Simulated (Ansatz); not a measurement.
The (22-43) surface of hcp Zr in its 1x1 cell, outermost plane spacing 0.37 Å in the ideal cut

Computed with PBE (plane waves to 420 eV, PAW; Ansatz, a quantum-chemistry and plane-wave program).

Model: 29-atom slab, 10.2 Å thick at the start (thin: gaps and levels are the slab's own), 7x4x1 mesh, Fermi-Dirac 0.1 eV, dipole correction, all atoms relaxed; held to the start's symmetry, so lower structures may exist; no spin, no spin-orbit, no U.

```json
{
  "work_function_of_the_top_face": "3.47 eV",
  "energy_released_by_relaxation": "1.16 eV",
  "cost": "about 80 core-minutes (a rough figure)"
}
```
